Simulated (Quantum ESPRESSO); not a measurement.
Quantum ESPRESSO run on V₃Re (P1, 4 atoms in the cell): self-consistent single point.

Method: LDA (PW92), PseudoDojo standard norm-conserving (LDA) pseudopotentials (plane waves; Quantum ESPRESSO 7.5).

The change in words: lattice scaled by 0.98. Reference geometry:
```yaml
crystal:
  lattice:
    - [0.00000, 3.00145, 3.00145]
    - [3.00145, 0.00000, 3.00145]
    - [3.00145, 3.00145, 0.00000]
  atoms:
    - { symbol: V, position: [0.76781, 0.74881, 0.74758] }
    - { symbol: V, position: [0.25730, 0.24710, 0.25073] }
    - { symbol: V, position: [0.98491, 0.99468, 0.99541] }
    - { symbol: Re, position: [0.48998, 0.50941, 0.50629] }
```

Reference input (self-consistent single point, DFT, LDA (PW92), plane waves, PseudoDojo standard norm-conserving (LDA) pseudopotentials): ecutwfc = 85 Ry; occupations = smearing; smearing = gauss; degauss = 0.0073499 Ry; potentials = {V: V.upf, Re: Re.upf}; K_POINTS = automatic 5 5 5 0 0 0; conv_thr = 1e-09 Ry; mixing_beta = 0.5. This run's input differs from it in these lines:

```diff
@@ -25,10 +25,10 @@
 CELL_PARAMETERS {angstrom}
-   0.000000000     3.001450000     3.001450000
-   3.001450000     0.000000000     3.001450000
-   3.001450000     3.001450000     0.000000000
+   0.000000000     2.941421000     2.941421000
+   2.941421000     0.000000000     2.941421000
+   2.941421000     2.941421000     0.000000000
 ATOMIC_POSITIONS {angstrom}
-V     4.491324758    4.548361313    4.552056098
-V     1.494193845    1.524811636    1.513922376
-V    -0.029735365   -0.059068536   -0.061244587
-Re    3.048563761    2.990245587    2.999613113
+V     4.401498263    4.457394086    4.461014976
+V     1.464309968    1.494315403    1.483643928
+V    -0.029140658   -0.057887165   -0.060019695
+Re    2.987592485    2.930440675    2.939620850
 K_POINTS {automatic}
```

Output, abridged:

```
     Self-consistent Calculation

     iteration #  1     ecut=    85.00 Ry     beta= 0.50

     Threshold (ethr) on eigenvalues was too large:
     Diagonalizing with lowered threshold

     total energy              =    -616.34555583 Ry
     estimated scf accuracy    <       0.20626044 Ry

     iteration #  2     ecut=    85.00 Ry     beta= 0.50

     total energy              =    -616.35960362 Ry
     estimated scf accuracy    <       0.08135264 Ry

     iteration #  3     ecut=    85.00 Ry     beta= 0.50

     total energy              =    -616.33472949 Ry
     estimated scf accuracy    <       0.64235491 Ry

   [... 14 blocks of this kind left out ...]

     iteration # 18     ecut=    85.00 Ry     beta= 0.50

     total energy              =    -616.39261539 Ry
     estimated scf accuracy    <       0.00000002 Ry

     iteration # 19     ecut=    85.00 Ry     beta= 0.50
     End of self-consistent calculation

     the Fermi energy is    20.0118 ev

!    total energy              =    -616.39261539 Ry
     estimated scf accuracy    <          2.1E-10 Ry
     smearing contrib. (-TS)   =      -0.00140156 Ry
     internal energy E=F+TS    =    -616.39121383 Ry

     convergence has been achieved in  19 iterations

     Forces acting on atoms (cartesian axes, Ry/au):

     atom    1 type  1   force =     0.01141467   -0.03487094   -0.03593037
     atom    2 type  1   force =     0.01051420   -0.02024340   -0.01219466
     atom    3 type  1   force =     0.01413520    0.03561576    0.03643862
     atom    4 type  2   force =    -0.03606407    0.01949858    0.01168641

     Total force =     0.088993     Total SCF correction =     0.000002

          total   stress  (Ry/bohr**3)                   (kbar)     P=       49.81
   0.00037253  -0.00003632  -0.00003273           54.80       -5.34       -4.82
  -0.00003632   0.00031153  -0.00003340           -5.34       45.83       -4.91
  -0.00003273  -0.00003340   0.00033169           -4.82       -4.91       48.79

   JOB DONE.
```

The run converged in 19 iterations. Against the reference run the free energy drops by 15.6 meV/atom, the pressure goes from -10.50 to 4.98 GPa and the largest force goes from 1.134 to 1.360 eV/Å.

The starting cell comes from a database of computed structures (which also holds hypothetical and non-ambient phases and stackings), without a prior relaxation at this level. Its atoms were displaced at random from the sites of space group no. 225. For this run, on top of that: lattice scaled by 0.98. Spin polarisation is off. With a pressure of about 5 GPa the cell is away from its equilibrium volume at this level. Forces in this geometry exceed 1 eV/Å.

Cost on one core of a shared machine: roughly 5 min.
